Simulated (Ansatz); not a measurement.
CdS under load (space group P6_3mc), PBE with spin-orbit coupling, rigid bands run with Ansatz (a program for electronic structure). Condition of this run: biaxial stress in the c plane of 2.4 GPa (compression positive) (the target of the relaxation). Band gap 1.16 eV, N_c = 1.37e18 cm⁻³ and N_v = 3.56e19 cm⁻³ at 300 K, conductivity masses along y (a = (4.02, 0.00, 0.00) Å; b = (-2.01, 3.48, 0.00) Å; c = (0.00, 0.00, 6.87) Å) of 0.156 mₑ (electrons) and 1.03 mₑ (holes). Take k_BT = 0.02585 eV.

**Question.** What built-in voltage has an abrupt junction with N_A = 1e16 and N_D = 1e17 cm⁻³, all dopants ionised?

**Answer.** V_bi = E_g/e − (k_BT/e) ln(N_c N_v/(N_A N_D)) = 1.16 − 0.02585 × 10.79 = 0.88 V, for the computed gap.

**Question.** Find the intrinsic carrier density and the intrinsic Fermi level.

**Answer.** n_i = √(N_c N_v) exp(−E_g/2k_BT) = 6.98e18 × exp(−22.44) = 1.3e9 cm⁻³. The level lies (k_BT/2) ln(N_v/N_c) = 42 meV from mid-gap (positive towards the conduction band). Each 0.1 eV added to the gap lowers n_i by a factor of 6.9.

**Question.** What thermal injection velocity √(2k_BT/πm) limits a ballistic channel along the direction named?

**Answer.** 1.36e7 cm/s for electrons and 5.30e6 cm/s for holes, a ratio of √(m_h/m_e) = 2.57, for dilute carriers.

Rigid bands with the computed gap; masses take one relaxation time for all states. Geometry: cell and atoms relaxed with PBEsol.
